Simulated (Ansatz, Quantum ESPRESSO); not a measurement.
Code comparison for TiTe (P6_3/mmc, 4 atoms in the cell)

Self-consistent single point.

```xyz
4
Lattice="3.5913 0.0000 0.0000 -1.7956 3.1101 0.0000 0.0000 0.0000 7.1436" Properties=species:S:1:pos:R:3 pbc="T T T"
Ti     0.0000     0.0000     3.5718
Ti     0.0000     0.0000     0.0000
Te     1.7956     1.0367     1.7859
Te     0.0000     2.0734     5.3577
```

Shared settings, as Ansatz (a first-principles code) writes them: kpoints.mp_grid.grid = 7 7 3; magnetization.spin_orbit = true; scf.occupations.method = fermi_dirac; scf.occupations.width = 0.1 eV. Potentials and cutoffs stand in the table.

```tsv
code	model	pressure (GPa)	cutoff
Quantum ESPRESSO	PBEsol, spin-orbit coupling, PseudoDojo fully relativistic norm-conserving (PBESOL) pseudopotentials	2.56	85 Ry
Ansatz	PBEsol with spin-orbit coupling, PAW files made with PBE	2.48	default
```

The spread over the programs that give each value: pressure within 0.08 GPa.

Ansatz's pressure is given at a fixed set of plane waves, as the other plane-wave codes print theirs; with its correction for the finite basis it is 2.54 GPa.

The starting cell comes from a database of computed structures (which also holds hypothetical and non-ambient phases and stackings), without a prior relaxation at this level. Its lattice was rescaled by a random factor within 2.5 % of one.

Left out of this page: Elk (with a known weakness of the program); FLEUR and SIESTA (not drawn, or without a comparable value).

Keys are those of Ansatz 0.2.
